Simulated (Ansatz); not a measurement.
Consider TiN in the rock salt structure (space group Fm-3m, No. 225; a = 4.2325 Å). Axes: x, y, z lie along the cube axes.

Computed with plane-wave PAW DFT at the r2SCAN level (Ansatz, an electronic-structure program, 500 eV), scalar-relativistic without spin-orbit coupling.

For the base:

* **Volume per atom**: 9.48 Å³
* **Pressure**: 0.0 GPa

One thing is altered: biaxial strain +2.30 %, plane normal [001], relaxed out of plane (Cartesian); in-plane vectors clamped, the third vector and the atoms free.

Estimate the effect on the volume per atom, pressure and energy relative to the base.

The volume per atom goes up by 0.34 Å³, from 9.48 Å³ to 9.82 Å³; the pressure (mean of the normal stresses, compression positive) goes from zero to -9.1 GPa; the energy increases by 20 meV/atom.

Without a gap, meshes like the base's 19×19×19 leave anisotropic stresses uncertain by several tenths of a GPa, and small strain energies with them. Stability against distortions was not tested. All final runs are without spin polarisation. An odd electron count without spin: TiN.
